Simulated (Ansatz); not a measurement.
## A computed series for hypothetical P4_2/mnm BAs: response to strain

Base system: BAs (space group P4_2/mnm, No. 136; a = 5.8372 Å, c = 3.3617 Å; a hypothetical phase, not in the database extracts checked). Axes: x, y, z lie along a, b, c of the conventional cell.

Strains are applied to the cell and any free atomic positions relax; under biaxial strain the out-of-plane vector relaxes too; under stress the whole cell relaxes.

Levels (all Ansatz, a first-principles code, PAW): PBEsol (420 eV, scalar-relativistic without spin-orbit coupling); r2SCAN (500 eV, no SOC); HSE06 (420 eV, scalar-relativistic without spin-orbit coupling).

Band gaps by level, all at the geometries relaxed with PBEsol:

```csv
case,PBEsol,r2SCAN,HSE06
base,0.61 eV,0.86 eV,1.30 eV
"biaxial strain −2.39 %, plane normal [001], relaxed out of plane",0.42 eV,0.64 eV,1.13 eV
tensor shear ε_xz = +3.57 %,0.36 eV,0.61 eV,1.06 eV
tensor shear ε_xz = +0.15 %,0.61 eV,0.86 eV,1.30 eV
"uniaxial stress, 3 GPa compression along z",0.60 eV,0.85 eV,1.29 eV
```

Single points use the geometry relaxed with PBEsol. HSE06 gaps are upper bounds (no full band path). Stability under load was not tested beyond the relaxation.
